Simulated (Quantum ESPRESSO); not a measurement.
A self-consistent single point of Tl (P6_3/mmc, 4 atoms in the cell) with Quantum ESPRESSO.

Level of theory: PBE, GBRV 1.5 ultrasoft (PBE) pseudopotentials (plane waves; Quantum ESPRESSO).

```
CELL_PARAMETERS angstrom
      3.47987     0.00000     0.00000
     -1.73994     3.01365     0.00000
      0.00000     0.00000    11.17322
ATOMIC_POSITIONS crystal
  Tl 0.00000 0.00000 0.00000
  Tl 0.00000 0.00000 0.50000
  Tl 0.33333 0.66667 0.25000
  Tl 0.66667 0.33333 0.75000
```

Reference input (self-consistent single point, DFT, PBE, plane waves, GBRV 1.5 ultrasoft (PBE) pseudopotentials): ecutwfc = 40 Ry; ecutrho = 200 Ry; occupations = smearing; smearing = marzari-vanderbilt; degauss = 0.019992 Ry; potentials = {Tl: tl_pbe_v1.2.uspp.F.UPF}; K_POINTS = automatic 11 11 3 0 0 0; conv_thr = 1e-09 Ry; mixing_beta = 0.3. This run's input differs from it in these lines:

```diff
@@ -31,3 +31,3 @@
 K_POINTS automatic
-11 11 3  0 0 0
+21 21 6  0 0 0
```

Output, abridged:

```
     Self-consistent Calculation

     iteration #  1     ecut=    40.00 Ry     beta= 0.30

     Threshold (ethr) on eigenvalues was too large:
     Diagonalizing with lowered threshold

     negative rho (up, down):  2.100E-01 0.000E+00

     total energy              =    -579.84669157 Ry
     estimated scf accuracy    <       0.02139948 Ry

     iteration #  2     ecut=    40.00 Ry     beta= 0.30

     negative rho (up, down):  2.118E-01 0.000E+00

     total energy              =    -579.84605787 Ry
     estimated scf accuracy    <       0.00535572 Ry

     iteration #  3     ecut=    40.00 Ry     beta= 0.30

     negative rho (up, down):  2.129E-01 0.000E+00

     total energy              =    -579.84751643 Ry
     estimated scf accuracy    <       0.00028715 Ry

   [... 7 blocks of this kind left out ...]

     iteration # 11     ecut=    40.00 Ry     beta= 0.30

     negative rho (up, down):  2.137E-01 0.000E+00

     total energy              =    -579.84773365 Ry
     estimated scf accuracy    <          1.4E-09 Ry

     iteration # 12     ecut=    40.00 Ry     beta= 0.30

     negative rho (up, down):  2.137E-01 0.000E+00
     End of self-consistent calculation

     Number of k-points >= 100: set verbosity='high' to print the bands.

     the Fermi energy is    10.3698 ev

!    total energy              =    -579.84773366 Ry
     estimated scf accuracy    <          4.6E-10 Ry
     smearing contrib. (-TS)   =       0.00027527 Ry
     internal energy E=F+TS    =    -579.84800893 Ry

     convergence has been achieved in  12 iterations

     negative rho (up, down):  2.137E-01 0.000E+00

     Forces acting on atoms (cartesian axes, Ry/au):

     atom    1 type  1   force =    -0.00000000   -0.00000000   -0.00000000
   [... zero for the other atoms too ...]

     Total force =     0.000000     Total SCF correction =     0.000000

     negative rho (up, down):  2.137E-01 0.000E+00
          total   stress  (Ry/bohr**3)                   (kbar)     P=        4.56
   0.00002173   0.00000000  -0.00000000            3.20        0.00       -0.00
   0.00000000   0.00002173   0.00000000            0.00        3.20        0.00
   0.00000000  -0.00000000   0.00004961            0.00       -0.00        7.30

   JOB DONE.
```

The run converged in 12 iterations. Against the reference run the free energy goes up by 5.9 meV/atom and the pressure moves little (0.37 to 0.46 GPa).

The starting cell comes from a database of computed structures (which also holds hypothetical and non-ambient phases and stackings), without a prior relaxation at this level. Its lattice was rescaled by a random factor within 2.5 % of one.

Cost on one core of a shared machine: roughly 7 min.
